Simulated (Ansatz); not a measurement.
The starting structures come from a database of crystals and need not be the phases stable at ambient conditions.

The decay constant κ of evanescent states in the gap governs leakage through a thin film.

```
CELL_PARAMETERS angstrom
      4.79451     0.00000     0.00000
      0.00000     8.54472     0.00000
      0.00000     0.00000     5.04219
ATOMIC_POSITIONS crystal
  Zn 0.92662 0.12364 0.64486
  Zn 0.57338 0.62364 0.35514
  Zn 0.42662 0.87636 0.85514
  Zn 0.07338 0.37636 0.14486
  H  0.74581 0.15488 0.17419
  H  0.75419 0.65488 0.82581
  H  0.24581 0.84512 0.32581
  H  0.25419 0.34512 0.67419
  H  0.96231 0.84199 0.63818
  H  0.53769 0.34199 0.36182
  H  0.46231 0.15801 0.86182
  H  0.03769 0.65801 0.13818
  O  0.81963 0.22471 0.31455
  O  0.68037 0.72471 0.68545
  O  0.31963 0.77529 0.18545
  O  0.18037 0.27529 0.81455
  O  0.11326 0.92027 0.61409
  O  0.38674 0.42027 0.38591
  O  0.61326 0.07973 0.88591
  O  0.88674 0.57973 0.11409
```

Space group of this cell: P2_12_12_1. The cell is taken as given.

Transport runs along the normal of the first two printed cell vectors.

No gap correction and no spin-orbit coupling; mid-gap values are interpolated between computed energies.

Problem. Compute, with Ansatz (an electronic-structure program) with PBEsol, the band gap and the smallest decay constant κ at mid-gap.

Solution. Gap 3.00 eV on a 6×4×6 mesh; κ = 0.303 1/Å, at the zone centre.
